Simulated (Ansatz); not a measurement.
**CdTe: response to strain**

The reference is CdTe in the zinc blende structure (space group F-43m, No. 216; a = 6.558 Å). Axes: x, y, z lie along the cube axes.

Strains are applied to the cell and any free atomic positions relax; under biaxial strain the out-of-plane vector relaxes too.

Level of theory: Ansatz (a first-principles code), r2SCAN, PAW, cutoff 500 eV, spin-orbit coupling left out.

| biaxial strain, plane normal [001], relaxed out of plane (%) | out-of-plane strain (%) |
|---|---|
| -3 | 3.91 |
| -2.5 | 3.27 |
| -2 | 2.63 |
| -1.5 | ? |
| -1 | 1.32 |
| -0.5 | 0.66 |
| 0 | 0.00 |

Task: Fit ε⊥ = −νε + γε² (strains in %) to the rows shown and predict the withheld row.

Result: Least squares on the printed values gives ν = 1.33 (the biaxial Poisson response) and γ = -0.009 (largest residual 0.00 %); this predicts 1.98 %, and the run gives 1.98 %, in agreement.

No phonon test of stability was made.
